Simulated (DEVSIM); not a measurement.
Device: abrupt Si n-p junction, at 350 K.

Layer 1 from the left is Si, thickness (μm) 15.0, Nd (cm⁻³) 1.4e18, τn (s) 1.1e-6, τp (s) 1.1e-6. Layer 2 from the left is Si, thickness (μm) 48.0, Na (cm⁻³) 4.4e16, τn (s) 1.1e-6, τp (s) 1.1e-6.

Left contact: ohmic. Right contact: ohmic. Voltage is applied to the left contact. Recombination: SRH at mid-gap, Auger. Mobility is μmin + (μ − μmin)/(1 + (N/Nref)^α).

Constants are typed, rounded textbook-type inputs, not results; the design itself was drawn at random and stands for no fabricated device. Values at 300 K; Nc and Nv go as T^1.5, mobilities as T to minus their exponent, the gap by Varshni's rule with the affinity fixed.

Si: gap (eV) 1.124, affinity (eV) 4.05, permittivity 11.7, Nc (cm⁻³) 2.86e19, Nv (cm⁻³) 3.1e19, μn (cm²/Vs) 1417, μp (cm²/Vs) 470, μn,min 52, μp,min 45, Nref,n 9.7e16, Nref,p 2.2e17, αn 0.68, αp 0.72, T exponent of μn 2.3, T exponent of μp 2.2, Cn (cm⁶/s) 2.8e-31, Cp (cm⁶/s) 9.9e-32, Varshni α (eV/K) 0.000473, Varshni β (K) 636.

Model (solved in DEVSIM): 1D drift-diffusion, Boltzmann statistics, complete ionisation; no tunnelling, impact ionisation, image-force lowering or self-heating.

Dark forward current:

```csv
|V| (V),|J| (A/cm²)
0.05,7.324e-8
0.10,2.730e-7
0.15,9.316e-7
0.20,3.479e-6
0.25,1.466e-5
0.30,6.801e-5
0.35,0.0003349
0.40,0.001702
0.45,0.008795
0.50,0.04573
0.55,0.2374
0.60,1.201
0.65,5.496
0.70,20.36
0.75,59.69
0.80,143.8
0.85,293.1
0.90,517.9
0.95,816.5
1.00,1181
1.05,1605
1.10,2080
```

**Question.** Work out the local ideality factor n = ΔV / (kT/q · ln(J2/J1)) between the rows 0.15 and 0.20 V, 0.45 and 0.50 V, 1.05 and 1.10 V.

**Answer.** kT/q = 30.16 mV. From 0.15 to 0.20 V: ln(3.479e-6/9.316e-7) = 1.318, n = 1.26. From 0.45 to 0.50 V: ln(0.04573/0.008795) = 1.649, n = 1.01, near the 1 of diffusion or emission over a barrier. From 1.05 to 1.10 V: ln(2080/1605) = 0.259, n = 6.39.

**Question.** Estimate the current at 0.45 V from the Shockley equation with J0 = Σ q ni² D/(N L) coth(W/L), τ joining the SRH, radiative and Auger lifetimes that are on, and W taken as the whole layer.

**Answer.** ni² = 1.43e23 cm⁻⁶; holes in the n layer: μ = 95.3 cm²/Vs, D = 2.87 cm²/s, τ = 6.86e-7 s, L = 14.0 μm, W/L = 1.1, term 4.24e-11 A/cm²; electrons in the p layer: μ = 641 cm²/Vs, D = 19.3 cm²/s, τ = 1.10e-6 s, L = 46.1 μm, W/L = 1.0, term 2.80e-9 A/cm². J0 = 2.84e-9 A/cm², and J = J0 exp(qV/kT) = 0.00858 A/cm². The simulation gives 0.00880 A/cm²; the estimate lies 2.4 % below. The estimate leaves out recombination in the depletion region and that region's share of W.
